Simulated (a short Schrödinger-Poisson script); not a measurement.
Structure: MOS inversion layer, SiO2 on p-type GaN, at 400 K.

```tsv
layer	material	thickness (nm)	Na (cm⁻³)
1	SiO2	2.1	-
2	GaN	490	1.6e18
```

The device is made up for the run: typed textbook-type constants, with dimensions and the other settings drawn at random. SiO2: permittivity 3.9, conduction-band edge (eV) 3.2, gap (eV) 9, electron mass (mₑ) 0.5. GaN: permittivity 9.5, conduction-band edge (eV) 0, gap (eV) 3.43, Nv at 300 K (cm⁻³) 4.6e19.

Channel valleys (confinement mass, in-plane density-of-states mass, number): Γ 0.2, 0.2, 1. At the gate the conduction-band edge of layer 1 lies 3.27 eV − eVg above the Fermi level of the channel; the field vanishes at the back. Gaps are held at their typed values at every temperature. Mesh 0.03 nm at interfaces.

From a short Schrödinger-Poisson script (our own, NumPy): 1D Poisson equation in equilibrium, electrons quantum, Hartree (BenDaniel-Duke, 12 states a valley, the channel's in-plane mass for all, wave functions free to enter the dielectric), parabolic valleys, classical holes, full ionisation, no traps, pinning or gate leakage.

The same stack at other levels of the model or other numerical settings:

| run | sheet density of all electrons at Vg = 2.2 V (cm⁻²) | sheet density of all electrons at Vg = 1 V (cm⁻²) | capacitance at Vg = 2.2 V (μF/cm²) | centroid of the channel electrons at Vg = 2.2 V (nm) | rough cost against the base |
|---|---|---|---|---|---|
| base | 8.45e12 | 6.21e10 | 1.30 | 1.18 | about 1 |
| electrons treated as classical, Boltzmann | 1.22e13 | 1.08e12 | 1.57 | 0.19 | 0.06 |
| electrons treated as classical, Fermi-Dirac | 9.46e12 | 7.78e11 | 1.29 | 0.66 | 0.3 |
| electrons treated as quantum, Hartree plus LDA exchange-correlation | 8.93e12 | 8.34e10 | 1.32 | 1.15 | 2 |
| mesh six times as coarse | 8.37e12 | 5.54e10 | 1.29 | 1.20 | 0.3 |
| one subband a valley | 8.45e12 | 6.21e10 | 1.30 | 1.18 | 0.5 |

The classical rows ignore confinement, and Boltzmann statistics overrate the density once the band edge passes the Fermi level.

In real p-type GaN the Mg acceptor is only partly ionised, and so wide a gap doesn't supply an inversion layer without source and drain.
